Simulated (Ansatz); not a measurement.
The reference is BaTe in the rock salt structure (space group Fm-3m, No. 225).

```
CELL_PARAMETERS angstrom
      0.00000     3.47069     3.47069
      3.47069     0.00000     3.47069
      3.47069     3.47069     0.00000
ATOMIC_POSITIONS crystal
  Ba 0.00000 0.00000 0.00000
  Te 0.50000 0.50000 0.50000
```

Cartesian axes are those of the cell as printed.

The values are results of DFT with PBEsol, PAW potentials and a 420 eV plane-wave cutoff in Ansatz (a quantum-chemistry and plane-wave program), no SOC, not measurements.

Base values:

| Item | Value |
|---|---|
| Pressure | 0.00 GPa |
| Valley order | X along ⟨100⟩ 1.46 eV; a point along ⟨111⟩, about 0.2 Å⁻¹ from Γ 2.93 eV |

Modification: biaxial strain −2.50 %, plane normal [111], relaxed out of plane (Cartesian); in-plane vectors clamped, the third vector and the atoms free.

Task: How does this affect the pressure, valley order and out-of-plane strain?

Result: The pressure (mean of the normal stresses, compression positive) goes from zero to 0.80 GPa; the valley order (the lowest conduction-band minima on the path, energy above the VBM, named in the base's zone) goes from X along ⟨100⟩ 1.46 eV; a point along ⟨111⟩, about 0.2 Å⁻¹ from Γ 2.93 eV to X along [010] 1.34 eV; Γ 2.54 eV; the out-of-plane strain comes out as +2.59 %.

With Te present, leaving out spin-orbit coupling can change the band edges. The levels and masses belong to the bands next to the band gap. Stability against distortions was not tested.
